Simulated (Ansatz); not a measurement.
# beta tin (1 0 1) on rutile TiO2 (1 1 0) (film strained to the substrate, started from cuts of the bulks and a machine-learned relaxation; slabs Ti12O28 and Sn16, which can lie off the formulas)

A periodic stack without vacuum, beta tin (1 0 1) on rutile TiO2 (1 1 0) (film strained to the substrate, started from cuts of the bulks and a machine-learned relaxation; slabs Ti12O28 and Sn16, which can lie off the formulas): substrate slab Ti12O28, film Sn16, surface cells [[0, 1], [-2, 0]] and [[0, -1], [2, 1]], film strained by -2.8 and -0.1 %, outermost planes O/O and Sn/Sn as cut, which need not be the usual terminations and can put a slab off its formula.

The start was prepared with a machine-learned potential, and the result is one local minimum, with the in-plane cell held and forces under 0.04 eV/Å; the film can end far from its bulk form.

Method: PBE (plane waves to 420 eV, PAW; Ansatz, a quantum-chemistry and plane-wave program). Spin–orbit coupling is left out; the runs are not spin-polarised. Its k-point mesh 4×5×1, Fermi–Dirac width 0.05 eV.

The interface area is 38.9 Å² and the period is 22.58 Å. The heights between the nearest atoms of the two slabs at the two interfaces is 0.59 and 1.46 Å. The O–Sn contacts across the interfaces within 1.22 times the sum of covalent radii is 13, mean 2.18 Å. The Sn–Ti contacts across the interfaces within 1.22 times the sum of covalent radii is 4, mean 3.26 Å.

```xyz
56
Lattice="6.5665 -0.0004 0.0774 -0.0004 5.9273 0.0665 -0.2677 -0.4752 22.5758" Properties=species:S:1:pos:R:3 pbc="T T T"
Ti     3.0473     3.0102     2.6752
Ti     3.0365     0.0506     2.6356
Ti     6.3306     1.5590     2.7079
Ti     6.3536     4.5115     2.7570
O      3.0115     2.9877     0.7590
O      3.0535     0.0363     0.6970
O      4.2858     1.5455     2.7484
O      4.2791     4.5059     2.7396
O      1.7125     1.5383     2.6749
O      1.7064     4.5197     2.7292
O      6.3069     3.0697     1.4553
O      6.2860     0.1125     1.4338
Ti     6.2447     2.9321     6.0004
Ti     6.2423    -0.0252     5.9365
Ti     2.9653     1.4433     6.0172
Ti     2.9653     4.4135     5.9776
O      6.2709     3.0358     4.0410
O      6.2713     0.0622     4.0102
O      0.9452     1.5199     5.9731
O      0.9454     4.4851     6.0387
O      4.9601     1.5225     6.0044
O      4.9586     4.4849     6.0639
O      2.9625     3.0275     4.7424
O      2.9692     0.0383     4.7157
Ti     2.8195     2.9959     9.2813
Ti     2.8533    -0.0268     9.2825
Ti     6.2399     1.3342     9.3194
Ti     6.0738     4.3238     9.2828
O      2.9412     2.9758     7.3165
O      2.9444     0.0654     7.2934
O      4.2052     1.5076     9.5169
O      4.1577     4.4627     9.2695
O      1.5996     1.4938     9.2678
O      1.5956     4.4649     9.3163
O      6.1819     2.9293     8.0771
O      6.1836     0.0408     8.0401
O      6.1049     3.0977    10.7202
O      6.1338    -0.0289    10.6595
O      2.8787     2.9869    11.2529
O      2.9102    -0.0001    11.2270
Sn     2.6605     4.4322    12.7653
Sn     0.8598     1.4060    13.8576
Sn    -0.4570     4.4683    12.4142
Sn     4.2767     1.5133    11.8527
Sn     2.2517     5.7118    16.1680
Sn     6.4283     3.2251    16.1334
Sn     5.4276     6.0902    16.1454
Sn     3.1832     2.7942    15.7243
Sn     0.4741     5.7390    18.7594
Sn     4.9477     2.6957    18.7567
Sn     3.7044     5.7490    19.0259
Sn     1.7456     2.7689    18.6013
Sn     5.8367     5.8304    21.8916
Sn     2.3020     1.0295    21.8025
Sn     3.1926     3.9710    21.8627
Sn     6.2605     2.8678    21.8226
```
